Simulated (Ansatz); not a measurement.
**A constructed model of the (100) surface of fcc Cu, a layer of Rh in place of the third plane (bottom of the slab: a bare face, its two planes held)**

Method: PBE (plane waves to 420 eV, PAW; Ansatz, an electronic-structure program).

Model: 6-atom slab, 9.2 Å thick at the start (thin: gaps and levels are the slab's own), 15x15x1 mesh, Fermi-Dirac 0.1 eV, dipole correction, 2 atoms held, the rest relaxed; symmetry of the start imposed; no spin, no spin-orbit, no U. In PBE it is, or lies within 0.01 eV a 1x1 cell of, the lowest of the 2 structures of its composition computed so far; larger cells were not tried.

- work function of the top face: 4.45 eV
- energy released by relaxation: 0.043 eV
- cost: about 3 core-minutes (a rough figure)
